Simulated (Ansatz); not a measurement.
We consider ZrC (model structure, started from the CsCl type, Pm-3m, No. 221, 2 atoms in the cell), described by r²SCAN in Ansatz (plane waves, PAW).

Run with plane-wave cutoff 560 eV, 18×18×18 k mesh, Fermi–Dirac smearing 0.05 eV, scalar-relativistic PAW data made under PBE.

Cell (relaxed at this level):

Space group Pm-3m (No. 221); a = b = c = 2.9162 Å, α = β = γ = 90.00°

| atom | site | symmetry | x | y | z |
|---|---|---|---|---|---|
| Zr | 1a | m-3m | 0.0000 | 0.0000 | 0.0000 |
| C | 1b | m-3m | 0.5000 | 0.5000 | 0.5000 |

### Question
Give the computed bulk modulus.

### Answer

- bulk modulus = 202 GPa

The run finds no gap.

Note: the bulk modulus is −V dP/dV from two relaxed cells at ±2 % in volume; the relaxation could raise the start's symmetry but not lower it, so the cell can be a saddle point.

The computed numbers hold no vibrational or temperature effects.

The result took around 40 core-seconds (rough).

A model structure was made by putting elements into a prototype or built by hand; it is no filed structure, need not be a known phase, and can be a saddle point held by its symmetry.

Ansatz is a quantum-chemistry and plane-wave program.
